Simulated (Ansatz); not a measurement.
We consider LiTaO3 (model structure, P4mm, No. 99, 5 atoms in the cell), described by PBE0 (plane waves, PAW; Ansatz, an electronic-structure program).

Numerical settings: plane-wave cutoff 460 eV, 6×6×6 k mesh, Fermi–Dirac smearing 0.01 eV, scalar-relativistic PAW data made under PBE.

Cell (relaxed with PBEsol):

```cif
data_LiO3Ta
_chemical_formula_sum 'Ta1 Li1 O3'
_space_group_name_H-M_alt 'P 1'
_space_group_IT_number 1
_cell_length_a 3.91964
_cell_length_b 3.91964
_cell_length_c 4.00302
_cell_angle_alpha 90.000
_cell_angle_beta 90.000
_cell_angle_gamma 90.000
loop_
_space_group_symop_operation_xyz
  'x, y, z'
loop_
_atom_site_label
_atom_site_type_symbol
_atom_site_fract_x
_atom_site_fract_y
_atom_site_fract_z
_atom_site_occupancy
Ta1 Ta 0.50000 0.50000 0.40923 1
Li1 Li 0.00000 0.00000 0.15092 1
O1 O 0.50000 0.50000 0.86631 1
O2 O 0.50000 0.00000 0.33977 1
O3 O 0.00000 0.50000 0.33977 1
```

Question: What does this level give for the band gap and smallest direct gap on the k points sampled?

Answer: 
- band gap: 4.52 eV (on the SCF k mesh)
- smallest direct gap on the k points sampled: 5.51 eV

Note: the relaxation could raise the start's symmetry but not lower it, so the cell can be a saddle point; cell and atoms aren't relaxed at this level (pressure -0.8 GPa).

Spin–orbit coupling is not included.

Cost on a shared machine: around 80 core-seconds (rough).

A model structure was made by putting elements into a prototype or built by hand; it is no filed structure, need not be a known phase, and can be a saddle point held by its symmetry.
